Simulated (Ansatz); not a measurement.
ZrS2 under a change: isotropic strain −2.00 %

Start from ZrS2 in the CdI2 type structure (space group P-3m1, No. 164; a = 3.635 Å, c = 5.720 Å; layered, stacked along the Cartesian z axis).

One thing is altered: every lattice vector is shortened by 2.00 %; the atoms relax in the strained cell.

Computed with Ansatz (an electronic-structure program), PBE-D3(BJ), PAW, cutoff 420 eV, no spin-orbit coupling. Γ-centred 10×10×6 mesh, Fermi–Dirac width 0.05 eV.

```csv
quantity,base,changed,shift
volume per atom,21.81 Å³,20.53 Å³,-1.28 Å³
space group,P-3m1 (No. 164),P-3m1 (No. 164),–
shortest interatomic distance,2.557 Å,2.538 Å,-0.019 Å
energy relative to the base (free energy F),0 meV/atom,+12 meV/atom,+12 meV/atom
"pressure (mean of the normal stresses, compression positive)",0.00 GPa,3.14 GPa,+3.14 GPa
band gap,0.66 eV,0.36 eV,-0.30 eV
gap character,"indirect, Γ → L","indirect, Γ → L",–
smallest direct gap,1.41 eV,1.27 eV,-0.14 eV
mean gap deformation potential ΔEg/Δln V,–,+4.9 eV,–
width of the top valence band,2.07 eV,2.24 eV,+0.17 eV
"valence-band top at Γ (three highest levels, from the VBM)","0.00, -0.24, -0.24 eV","0.00, -0.26, -0.26 eV",–
largest internal atomic displacement,–,0.056 Å,–
```

No phonon test of stability was made.
